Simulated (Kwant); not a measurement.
Device: six-terminal Hall bar in a Ge (holes) two-dimensional gas. Effective mass 0.06 mₑ, grid spacing 5.8 nm, hard walls, nominal width 150 nm (25 grid rows, so walls 150.8 nm apart), one parabolic valley, scattering region 390 nm long along x; energies count from the band bottom; Fermi energy swept from 0.0011775 to 0.00942 eV. Four side probes 75 nm wide, two on each edge; current runs along x; the sign of the Hall resistance is a convention. Perpendicular field 1.1 T, also in the leads; orbital effect alone.

Constants are typed, rounded textbook-type inputs, not results; the design itself was drawn at random and stands for no fabricated device.

Kwant, effective-mass tight-binding model on a square grid, one spin, coherent transport at 0 K. Resistances are in h/e².

Task: How many Landau levels lie under the Fermi energy, and what Hall resistance follows, at 1.60 meV and 1.10 T; 6.49 meV and 1.10 T; 7.88 meV and 1.10 T; 8.58 meV and 1.10 T?

Result: ħωc = ħeB/m = 1.93 meV a tesla; levels lie at (n + ½)ħωc. E/ħωc = 0.75 gives 1 level and h/(1e²) = 1.000; simulated 1.000. E/ħωc = 3.06 gives 3 levels and h/(3e²) = 0.333; simulated 0.333. E/ħωc = 3.71 gives 4 levels and h/(4e²) = 0.250; simulated 0.250. E/ħωc = 4.04 gives 4 levels and h/(4e²) = 0.250; simulated 0.250.
